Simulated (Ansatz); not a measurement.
**How the lattice parameter c of TiSi (model structure, started from the NbAs type, I4₁md, No. 109, 4 atoms in the cell) moves with the method**

No measured value is used here.

```tsv
level (code)	value (Å)
PBE (Ansatz)	16.603
PBEsol (Ansatz)	16.562
PBE-D3(BJ) (Ansatz)	[?]
```

Problem. Complete the blanks.

Solution. 
- PBE-D3(BJ) (Ansatz, a first-principles code), value (Å): 16.523

Ansatz's density-functional and Hartree–Fock values are scalar-relativistic unless marked +SOC, with PAW data made under PBE.

A model structure was made by putting elements into a prototype or built by hand; it is no filed structure, need not be a known phase, and can be a saddle point held by its symmetry.
